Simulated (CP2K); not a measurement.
Band structure of MgNiF6 (R-3, 8 atoms in the cell).

```yaml
crystal:
  lattice:
    - [5.16465, 0.00000, 0.00000]
    - [2.93136, 4.25214, 0.00000]
    - [2.93136, 1.53959, 3.96363]
  atoms:
    - { symbol: Mg, position: [0.50000, 0.50000, 0.50000] }
    - { symbol: Ni, position: [0.00000, 0.00000, 0.00000] }
    - { symbol: F, position: [0.37297, 0.76937, 0.09415] }
    - { symbol: F, position: [0.62703, 0.23063, 0.90585] }
    - { symbol: F, position: [0.09415, 0.37297, 0.76937] }
    - { symbol: F, position: [0.90585, 0.62703, 0.23063] }
    - { symbol: F, position: [0.76937, 0.09415, 0.37297] }
    - { symbol: F, position: [0.23063, 0.90585, 0.62703] }
```

Computed with LDA (Pade form), GPW, DZVP-MOLOPT-SR-GTH basis, GTH-PADE potentials (GTH_POTENTIALS) (CP2K).

Settings: CUTOFF = 1000 Ry; REL_CUTOFF = 50 Ry; SMEAR/METHOD = FERMI_DIRAC; ELECTRONIC_TEMPERATURE = 1578.21 K; KPOINTS/SCHEME = MONKHORST-PACK 6 6 6; GAMMA_CENTERED = T; XC_FUNCTIONAL = PADE; Mg/BASIS_SET = DZVP-MOLOPT-SR-GTH-q10; Mg/POTENTIAL = GTH-PADE-q10; Ni/BASIS_SET = DZVP-MOLOPT-SR-GTH-q18; Ni/POTENTIAL = GTH-PADE-q18; F/BASIS_SET = DZVP-MOLOPT-SR-GTH-q7; F/POTENTIAL = GTH-PADE-q7; METHOD = GPW.

The starting cell comes from a database of computed structures (which also holds hypothetical and non-ambient phases and stackings), without a prior relaxation at this level. Values carry the incompleteness of an atom-centred basis.

Predict the gap along the standard path and the places of the band edges.

The gap along the path is 1.26 eV, direct at F to within 0.01 eV. Another conduction valley lies within 0.1 eV, so the order of the valleys is not sure.

Levels in eV from the top of the valence band on the SCF mesh, bands 32 to 36:
```
point     32     33     34     35    36
-----  -----  -----  -----  -----  ----
Γ      -0.92  -0.68  -0.48  -0.48  1.49
L      -0.96  -0.71  -0.42  -0.06  1.31
Z      -1.02  -0.44  -0.29  -0.29  1.38
F      -0.93  -0.67  -0.38   0.00  1.26
P1     -0.94  -0.57  -0.23  -0.06  1.30
P      -0.94  -0.57  -0.23  -0.06  1.30
```

Higher empty bands are left out: an atom-centred basis made for the valence describes them poorly.
